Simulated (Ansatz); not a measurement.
The parent structure is Rb in the bcc (W type) structure (space group Im-3m, No. 229).

```xyz
1
Lattice="-2.7875 2.7875 2.7875 2.7875 -2.7875 2.7875 2.7875 2.7875 -2.7875" Properties=species:S:1:pos:R:3 pbc="T T T"
Rb     0.0000     0.0000     0.0000
```

The other end (x = 1) is Sr in the bcc (W type) structure (space group Im-3m, No. 229; a model cell): 51.05 Å³/atom, gap zero; this end may not be an ambient phase.

Method: PBEsol, PAW, 420 eV (Ansatz, an electronic-structure program; scalar-relativistic without spin-orbit coupling).

Sr replaces a fraction x of Rb; each row is one arrangement (x, atoms in the cell, starting space group or random), fully relaxed.

One change was made to it. Results:

| quantity | base | after |
|---|---|---|
| mixing energy (to 0.01 eV only: unlike meshes or grids) | – | +0.09 eV/atom |
| volume per atom | 86.64 Å³ | 64.70 Å³ |
| band gap | zero | zero |

Question: Which of these changes matches the shifts?
A. x(Sr) = 0.5, 4 atoms, Cmme
B. x(Sr) = 0.333, 3 atoms, I4/mmm
C. x(Sr) = 0.75, 4 atoms, P4/mmm (arrangement B)
D. x(Sr) = 0.75, 4 atoms, P4/mmm (arrangement A)

Answer: A, x(Sr) = 0.5, 4 atoms, Cmme. For comparison, the volume per atom in the other runs: x(Sr) = 0.75, 4 atoms, P4/mmm (arrangement A) gives 58.26 Å³; x(Sr) = 0.75, 4 atoms, P4/mmm (arrangement B) gives 57.28 Å³; x(Sr) = 0.333, 3 atoms, I4/mmm gives 71.15 Å³.

Each cell is one ordered arrangement of few atoms, which overstates ordering effects compared with a random alloy. No phonon test of stability was made. The final runs are not spin-polarised. An odd electron count without spin: RbSr3. Under x(Sr) = 0.75, 4 atoms, P4/mmm and x(Sr) = 0.333, 3 atoms, I4/mmm the cell changed shape so far that it is another structure. This is not the structure that Sr has at room temperature and ambient pressure.
